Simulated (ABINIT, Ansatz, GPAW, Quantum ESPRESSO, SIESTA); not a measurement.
**Code comparison for Al2Cu (I4/mmm, 3 atoms in the cell)**

Self-consistent single point.

```yaml
crystal:
  lattice:
    - [-2.03034, 2.03034, 2.85109]
    - [2.03034, -2.03034, 2.85109]
    - [2.03034, 2.03034, -2.85109]
  atoms:
    - { symbol: Al, position: [0.75000, 0.25000, 0.50000] }
    - { symbol: Al, position: [0.25000, 0.75000, 0.50000] }
    - { symbol: Cu, position: [0.50000, 0.50000, 0.00000] }
```

Shared settings, as Ansatz (an electronic-structure program) writes them: kpoints.mp_grid.grid = 9 9 9; scf.occupations.method = gaussian; scf.occupations.width = 0.05 eV. Potentials and cutoffs stand in the table.

| code | model | pressure (GPa) | cutoff |
|---|---|---|---|
| Quantum ESPRESSO | LDA (PZ), PSlibrary PAW (LDA) pseudopotentials | -3.27 | 55 Ry |
| ABINIT | LDA (PW92), PAW (JTH v2.0 LDA PAW) | -3.48 | 30 Ha |
| GPAW | LDA (Perdew-Wang 92), GPAW PAW datasets LDA (gpaw-data 1.0.1) | -2.91 | 850 eV |
| SIESTA | LDA PW92, numerical atomic orbitals DZP, PseudoDojo LDA standard norm-conserving potentials (rewritten from UPF to PSML) | -3.14 | grid 400 Ry |
| Ansatz | LDA (PW92), default PAW files made with PBE | -3.25 | default |

On Ansatz's run: spin polarisation is off.

The spread over the programs that give each value: pressure within 0.57 GPa.

SIESTA uses small atom-centred bases, whose incompleteness enters pressures, forces and empty levels differently from a plane-wave cutoff. Ansatz's pressure is given at a fixed set of plane waves, as the other plane-wave codes print theirs; with its correction for the finite basis it is -3.17 GPa. The same LDA comes in different parametrisations, which differ slightly.

The starting cell comes from a database of computed structures (which also holds hypothetical and non-ambient phases and stackings), without a prior relaxation at this level.

Left out of this page: Elk and FLEUR (not drawn, or without a comparable value).

Keys are those of Ansatz 0.2.
